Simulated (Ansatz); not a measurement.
## SrCl₂ in the fluorite structure (space group Fm-3m, No. 225)

```cif
data_Cl8Sr4
_chemical_formula_sum 'Sr4 Cl8'
_space_group_name_H-M_alt 'Fm-3m'
_space_group_IT_number 225
_space_group_name_Hall '-F 4 2 3'
_cell_length_a 7.04100
_cell_length_b 7.04100
_cell_length_c 7.04100
_cell_angle_alpha 90.000
_cell_angle_beta 90.000
_cell_angle_gamma 90.000
loop_
_atom_site_label
_atom_site_type_symbol
_atom_site_symmetry_multiplicity
_atom_site_Wyckoff_symbol
_atom_site_fract_x
_atom_site_fract_y
_atom_site_fract_z
_atom_site_occupancy
Sr1 Sr 4 a 0.00000 0.00000 0.00000 1
Cl1 Cl 8 c 0.25000 0.25000 0.25000 1
```
(The calculation used a cell of 3 atoms; values per cell refer to that cell.)

Method: PBE (Ansatz, a program for electronic structure), scalar-relativistic without spin-orbit coupling. Settings: 8×8×8 k-points, 0.05 eV Fermi–Dirac smearing.

| Quantity | Result |
|---|---|
| Volume per atom | 29.09 Å³ |
| Density | 3.02 g/cm³ |
| Band gap | 5.24 eV, indirect, X → Γ |
| Electron mass | 0.38 mₑ |
| Total energy | -1903.577 eV/atom (σ→0; compares only within this code and set-up) |

Masses are band curvatures over ±0.01 Å⁻¹ around the edge. No phonon test of stability was made.
